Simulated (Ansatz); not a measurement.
Mg on the Ga site (Mg_Ga) (wurtzite GaN host)

All values below come from PBE, PAW (plane waves to 420 eV; Ansatz, a first-principles code). Cell: 96 sites, 3×2×2; final energies on a 2×2×2 shifted mesh. Site at the start: the Ga site. Finite-size correction: monopole term and site-potential alignment. Dielectric constants: PBE linear response of the host. Host gap at this level: 1.71 eV. These values are not converged in cell size to better than tenths of an eV. PBE underestimates the host's gap, which shifts levels and can delocalise carriers. Spin–orbit coupling is left out. Each state is the lowest found from its start.

```json
[
 {"charge": "+1*", "moment (μB)": "not spin-polarised", "largest move off a lattice site (Å)": "0.10", "image correction with alignment (eV)": "–"},
 {"charge": "0*", "moment (μB)": "fractional", "largest move off a lattice site (Å)": "0.10", "image correction with alignment (eV)": "–"},
 {"charge": "−1", "moment (μB)": "not spin-polarised", "largest move off a lattice site (Å)": "0.09", "image correction with alignment (eV)": "0.22"}
]
```

* At this level the carrier isn't localised at the defect: at charge +1 holes occupy the valence band; at charge 0 holes occupy the valence band. Such a state is shallow or no state of the defect, and this cell gives it no level.

Flagged in the runs: a host whose relaxation on this sampling wasn't shown to rest.
